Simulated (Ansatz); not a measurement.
The starting structures come from a database of crystals and need not be the phases stable at ambient conditions.

By PBEsol, the system below comes out a metal.

The ballistic (Sharvin) conductance counts the channels at the Fermi level: G/A = (e²/h) × channels of both spins per area.

Given:

```yaml
crystal:
  lattice:
    - [3.30072, 0.00000, 0.00000]
    - [0.00000, 17.87771, 0.00000]
    - [1.65036, 5.95924, 0.95284]
  atoms:
    - { symbol: Ta, position: [0.00000, 0.83333, 0.00000] }
    - { symbol: S, position: [0.00000, 0.41220, 0.00000] }
    - { symbol: S, position: [0.00000, 0.58748, 0.00000] }
```

Space group of this cell: R3m. The cell was relaxed by PBE-D3(BJ); by PBEsol its mean pressure is -1.0 GPa.

The current flows along the normal of the first two printed cell vectors, the (100) plane of the conventional cell. No spin-orbit coupling; the value is a mean over 0.1 eV about the Fermi level.

Problem. Estimate the ballistic conductance per area that PBEsol run with Ansatz (a program for electronic structure) returns for this system.

Solution. 0.59 × 10¹⁵ S/m² for both spins.
